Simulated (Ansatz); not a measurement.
Base system: SnO2 in the rutile structure (space group P4_2/mnm, No. 136).

```xyz
6
Lattice="4.7692 0.0000 0.0000 0.0000 4.7692 0.0000 0.0000 0.0000 3.2120" Properties=species:S:1:pos:R:3 pbc="T T T"
Sn     0.0000     0.0000     0.0000
Sn     2.3846     2.3846     1.6060
O      1.4607     1.4607     0.0000
O      3.8453     0.9239     1.6060
O      0.9239     3.8453     1.6060
O      3.3085     3.3085     0.0000
```

Computed with PBEsol (Ansatz, a quantum-chemistry and plane-wave program), scalar-relativistic without spin-orbit coupling.

For the base:

| Property | Value |
|---|---|
| c/a ratio | 0.673 |
| Band gap | 0.92 eV |
| Width of the top valence band | 1.24 eV |

It is then changed as follows: cell and atoms relaxed at a pressure of 9 GPa.

Task: Predict the new c/a ratio, band gap and width of the top valence band.

Result: The c/a ratio rises by 0.007 to 0.680; the band gap grows by 0.45 eV to 1.37 eV; the width of the top valence band grows by 0.06 eV, from 1.24 eV to 1.30 eV.

Load acts through the strain it causes; cell and atoms are relaxed under it. Whether these cells are dynamically stable was not tested. No other phases were tried under pressure.
